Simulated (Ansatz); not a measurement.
**Zr, response to strain**

Base system: Zr in the hcp (Mg type) structure (space group P6_3/mmc, No. 194; a = 3.1829 Å, c = 5.1241 Å; relaxed with 0.1 eV smearing). Axes: x lies along a and z along c of the hexagonal cell.

Strains are applied to the cell and any free atomic positions relax; under stress the whole cell relaxes.

Computed with Ansatz (a quantum-chemistry and plane-wave program), PBEsol, PAW, cutoff 420 eV, no SOC, earlier PAW set.

Notes on the quantities. energy relative to the base: free energy F; pressure: mean of the normal stresses, compression positive.

```tsv
variant	energy relative to the base	pressure	shortest interatomic distance
base	0 meV/atom	0.0 GPa	3.153 Å
isotropic strain +2.23 %	…	…	3.223 Å
uniaxial strain ε_xx = +2.66 %	+6.4 meV/atom	-2.4 GPa	3.157 Å
uniaxial stress, 2 GPa compression along x	…	–	…
tensor shear ε_xz = +0.14 %	0.0 meV/atom	0.0 GPa	3.149 Å
```

Question: Complete the table.

Answer: 
- isotropic strain +2.23 %, energy relative to the base: +29 meV/atom
- isotropic strain +2.23 %, pressure: -5.9 GPa
- uniaxial stress, 2 GPa compression along x, energy relative to the base: +3.3 meV/atom
- uniaxial stress, 2 GPa compression along x, shortest interatomic distance: 3.109 Å

Stability under load was not tested beyond the relaxation. The final runs are not spin-polarised.
